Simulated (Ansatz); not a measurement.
Ag, pressure series

The reference is Ag in the fcc (Cu type) structure (space group Fm-3m, No. 225; a = 4.002 Å).

Cell and atoms are relaxed at each pressure.

All numbers come from LDA (Ansatz, an electronic-structure program), no spin-orbit coupling.

Notes on the quantities. enthalpy: H = E + PV relative to the base's energy.

```tsv
variant	enthalpy	lattice parameter a
base	–	7.562 bohr
pressure −2 GPa	-0.20 eV/atom	7.600 bohr
pressure −1 GPa	-0.10 eV/atom	7.581 bohr
pressure 0.9 GPa	+0.09 eV/atom	(withheld)
pressure 2.1 GPa	+0.21 eV/atom	(withheld)
pressure 4.5 GPa	+0.44 eV/atom	7.487 bohr
pressure 9 GPa	+0.87 eV/atom	7.423 bohr
pressure 15 GPa	+1.43 eV/atom	7.350 bohr
pressure 22.5 GPa	+2.11 eV/atom	7.273 bohr
pressure 30 GPa	+2.77 eV/atom	7.206 bohr
```

**Question.** Some entries are withheld; estimate them.

**Answer.** 
- pressure 0.9 GPa, lattice parameter a: 7.546 bohr
- pressure 2.1 GPa, lattice parameter a: 7.526 bohr

Load acts through the strain it causes; cell and atoms are relaxed under it. Stability against distortions was not tested. No other phases were tried under pressure.
